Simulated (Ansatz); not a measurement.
**Yb_Li in ferroelectric LiNbO3**

Level of theory: PBE, PAW (plane waves to 420 eV; Ansatz, a first-principles code). Cell: 120 sites, 2×2×1 repeats of a cell of 30 atoms; final energies on a 2×2×2 Γ-centred mesh. Site at the start: the Li site. Charged cells carry a point-charge image correction with potential alignment at far atoms. Dielectric constants: PBE linear response of the host. Host gap at this level: 3.53 eV. A cell of this size leaves errors of a few tenths of an eV. PBE underestimates the host's gap, which shifts levels and can delocalise carriers. Spin–orbit coupling is left out, and no Hubbard U is applied to the open shells. Each state is the lowest found from its start.

Charges with a result: +2, +1. Others weren't obtained, and one of them could lie lower, also by skipping a charge.

```tsv
charge	moment (μB)	point group	largest move off a lattice site (Å)	image correction with alignment (eV)
+2	1.0	C3	0.18	0.73
+1	not spin-polarised	C3	0.21	0.33
```

Point groups are those of the whole cell at tolerances of 0.03 and 0.1 Å ("near" where only the looser one holds); none is given for unsettled states.

No usable result was obtained for charge 0.

Transition levels above the valence-band maximum: ε(+2/+1) = 1.99 eV. With a charge missing or unsettled, these needn't be thermodynamic levels.

Flagged in the runs: a host whose relaxation on this sampling wasn't shown to rest, a strain field that reaches the edge of the cell.

All states together cost about 8 core-hours (a rough figure).
